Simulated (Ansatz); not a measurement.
# K2TaCl6 (Fm-3m, No. 225, 9 atoms in the cell; start COD 2203977)

Computed with r²SCAN (Ansatz, a first-principles code, PAW).

Settings: plane-wave cutoff 560 eV, 10×10×10 k mesh, Fermi–Dirac smearing 0.05 eV, scalar-relativistic PAW data made under PBE.

Cell (relaxed at this level):

```cif
data_Cl24K8Ta4
_chemical_formula_sum 'Ta4 K8 Cl24'
_space_group_name_H-M_alt 'Fm-3m'
_space_group_IT_number 225
_space_group_name_Hall '-F 4 2 3'
_cell_length_a 9.89356
_cell_length_b 9.89356
_cell_length_c 9.89356
_cell_angle_alpha 90.000
_cell_angle_beta 90.000
_cell_angle_gamma 90.000
loop_
_atom_site_label
_atom_site_type_symbol
_atom_site_symmetry_multiplicity
_atom_site_Wyckoff_symbol
_atom_site_fract_x
_atom_site_fract_y
_atom_site_fract_z
_atom_site_occupancy
Ta1 Ta 4 a 0.00000 0.00000 0.00000 1
K1 K 8 c 0.25000 0.25000 0.25000 1
Cl1 Cl 24 e 0.00000 0.00000 0.24280 1
```
(The calculation used a cell of 9 atoms; values per cell refer to that cell.)

```
Property                 Value
---------------  -------------
band gap         zero (no gap)
bulk modulus B0       16.8 GPa
```

Note: the relaxation could not lower the start's symmetry, so the cell can be a saddle point above a distorted one; the bulk modulus is −V dP/dV from two relaxed cells at ±2 % in volume.

Spin–orbit coupling is not included; it can open a gap where bands touch, and shift volumes and moduli.

Static lattice: no zero-point or thermal effects.

Computing time: roughly 7 core-minutes.
